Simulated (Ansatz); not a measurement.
Start from TiO₂ in the anatase structure (space group I4_1/amd, No. 141; a = 3.739 Å, c = 9.455 Å). Axes: x, y, z lie along a, b, c of the conventional cell.

Computed with Ansatz (a program for electronic structure) LDA, spin-orbit coupling left out.

Before the change:

* **Band gap**: 2.08 eV
* **Gap character**: indirect, Γ–X (87 % along) → Γ
* **Width of the top valence band**: 0.86 eV

Perturbation: uniaxial strain ε_zz = −0.60 %, all other strain components held at zero; the atoms relax in the strained cell.

Question: What does the calculation give for the band gap after the change?

Answer: The band gap decreases by 0.02 eV to 2.06 eV.

Question: What happens to the energy relative to the base?

Answer: The energy stays essentially unchanged.

Question: What does the calculation give for the gap character after the change?

Answer: The gap character stays indirect, Γ–X (87 % along) → Γ.

Question: Predict the new stress.

Answer: The stress (xx, yy, zz, yz, xz, xy; compression positive) comes out as (0.96, 0.96, 1.23, 0.00, 0.00, 0.00) GPa.

Question: How does this affect the width of the top valence band?

Answer: The width of the top valence band rises by 0.03 eV (0.86 eV → 0.89 eV).

Whether these cells are dynamically stable was not tested. All final runs are without spin polarisation.
